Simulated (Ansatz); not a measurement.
Base system: ScAs in the rock salt structure (space group Fm-3m, No. 225; a = 5.410 Å; relaxed with 0.1 eV smearing). Axes: x, y, z lie along the cube axes.

Method: plane-wave PAW DFT at the PBEsol level (Ansatz, a program for electronic structure, 420 eV), without spin-orbit coupling.

Before the change:

* **Shortest interatomic distance**: 2.705 Å
* **Band gap**: zero

It is then changed as follows: uniaxial strain ε_xx = −3.94 %, all other strain components held at zero, atoms relaxed at fixed cell.

Q: What happens to the stress?

A: The stress (xx, yy, zz, yz, xz, xy; compression positive) amounts to (10.7, 1.3, 1.3, 0.0, 0.0, 0.0) GPa.

Q: What happens to the shortest interatomic distance?

A: The shortest interatomic distance drops by 0.1066 Å to 2.599 Å.

Q: What does the calculation give for the energy relative to the base after the change?

A: The energy goes up by 24 meV/atom.

Q: How does this affect the band gap?

A: The band gap is still zero.

Stability against distortions was not tested. All final runs are without spin polarisation.
